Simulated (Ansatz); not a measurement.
Where the default PAW files enter, the runs use the earlier of Ansatz's two default sets.

The decay constant κ of evanescent states in the gap governs leakage through a thin film.

Given:

```
CELL_PARAMETERS angstrom
      4.43364     0.00000     0.00000
     -2.21682     3.83965     0.00000
      0.00000     0.00000    14.62123
ATOMIC_POSITIONS crystal
  Ag 0.00000 0.00000 0.32170
  Ag 0.00000 0.00000 0.82170
  Ag 0.66667 0.33333 0.42854
  Ag 0.33333 0.66667 0.92854
  I  0.00000 0.00000 0.01834
  I  0.00000 0.00000 0.51834
  I  0.66667 0.33333 0.23141
  I  0.33333 0.66667 0.73141
```

Space group of this cell: P6_3mc. The cell was relaxed by PBE-D3(BJ); by PBEsol its mean pressure is -0.9 GPa.

Transport runs along the normal of the first two printed cell vectors, the (001) plane of the conventional cell.

The gap is the functional's own, uncorrected, and κ follows it; spin-orbit coupling is left out. Mid-gap values are interpolated between the computed energies.

**Question.** Compute, with Ansatz (a program for electronic structure) with PBEsol, the band gap and the smallest decay constant κ at mid-gap.

**Answer.** Gap 1.32 eV on a 12×12×2 mesh; κ = 0.132 1/Å, at the zone centre.
